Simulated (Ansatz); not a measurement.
A15 Nb₃Sn (cubic form, which distorts at low temperature) was calculated with r²SCAN-D4 in Ansatz (PAW).

The run printed, among other lines:

```
Crystal: 8 atoms, lattice volume = 145.410 Å³
Basis set: ecut = 560 eV, 4385 PW (Γ), exchange–correlation on 135×135×135 points (27 copies of the dense FFT grid, shifted against one another)
Bands: 64, of which v1, the nominal top of the filled ones, is band 53 counted from 1 (52 counted from 0)
Symmetry: 48 space group operations
Space group: Pm-3n (ITA 223), of the structure as read, at distance tolerance 5.3e-5 Å
k-points: 56 of 1000
Functional: x = r2scan, c = r2scan; τ floored in thin density (d = 2e-4 eV/Å³)
SCF iter   1: F=—  HF=-39461.902120 eV  |F-HF|=—  |Δ(HF+E_count)|=         —  Δρ=9.86e-3  dr2=1.33e-1  dr2_τ=8.36e-2
SCF iter   2: F=—  HF=-39461.915507 eV  |F-HF|=—  |Δ(HF+E_count)|=   1.34e-2  Δρ=5.43e-3  dr2=3.81e-2  dr2_τ=1.78e-3
  ...
SCF iter   7: F=—  HF=-39461.910132 eV  |F-HF|=—  |Δ(HF+E_count)|=   5.63e-8  Δρ=2.91e-6  dr2=1.33e-8  dr2_τ=8.22e-10
SCF iter   8: F=-39461.910132 eV  HF=-39461.910132 eV  |F-HF|=9.46e-11  |Δ(HF+E_count)|=   2.12e-9  Δρ=4.67e-7  dr2=1.79e-10  dr2_τ=1.47e-11
SCF 1 converged in 8 iterations: F = -39461.910132 eV  dr2 = 1.79e-10
SCF converged after 8 iterations
Free energy (F): -39461.910132 eV
Internal energy: -39461.807293 eV  (E = F + TS)
E sigma→0 (E₀):  -39461.858713 eV
Fermi energy:    17.528383 eV
--- Forces (eV/Å), atoms counted from 1 ---
  atom   1  Nb     0.00000000     0.00000000     0.00000000
  atom   2  Nb     0.00000000     0.00000000     0.00000000
  atom   3  Nb    -0.00000000    -0.00000000     0.00000000
  atom   4  Nb     0.00000000    -0.00000000     0.00000000
  atom   5  Nb     0.00000000     0.00000000    -0.00000000
  atom   6  Nb     0.00000000     0.00000000    -0.00000000
  atom   7  Sn     0.00000000     0.00000000     0.00000000
  atom   8  Sn     0.00000000     0.00000000     0.00000000
--- Stress (GPa, compression-positive) ---
        3.629952       0.000000      -0.000000
        0.000000       3.629952      -0.000000
        0.000000      -0.000000       3.629952
  P = ⅓ Tr σ = 3.6300 GPa (36.300 kbar)
```

Write an input file that could have produced this run (the log leaves some choices open).

One answer among several that fit: 
Ansatz 0.2 input:
```yaml
crystal:
  lattice:
    - [5.2585297059, 0.0, 0.0]
    - [0.0, 5.2585297059, 0.0]
    - [0.0, 0.0, 5.2585297059]
  atoms:
    - { symbol: Nb, position: [0.25, 0.0, 0.5] }
    - { symbol: Nb, position: [0.5, 0.25, 0.0] }
    - { symbol: Nb, position: [0.5, 0.75, 0.0] }
    - { symbol: Nb, position: [0.75, 0.0, 0.5] }
    - { symbol: Nb, position: [0.0, 0.5, 0.75] }
    - { symbol: Nb, position: [0.0, 0.5, 0.25] }
    - { symbol: Sn, position: [0.5, 0.5, 0.5] }
    - { symbol: Sn, position: [0.0, 0.0, 0.0] }
basis:
  ecutwfc: 560
  ecutrho_ratio: 4
  xc_grid: 3
kpoints:
  mp_grid: { grid: [10, 10, 10] }
hamiltonian:
  xc: r2scan
  dispersion: d4
  pseudopotentials: { kind: paw }
scf:
  occupations: { method: fermi_dirac, width: 0.05 }
  convergence: { dr2_threshold: 0.0000000008 }
output:
  forces: true
  stress: true
  eigenvalues: true
```

The cell is one volume of an energy–volume scan, off the minimum.

The PAW data were made under PBE.

Note: symmetry holds this phase in the static calculation, where it need not be a minimum.

It cost very roughly 60 core-seconds of CPU time.

Ansatz is a quantum-chemistry and plane-wave program.
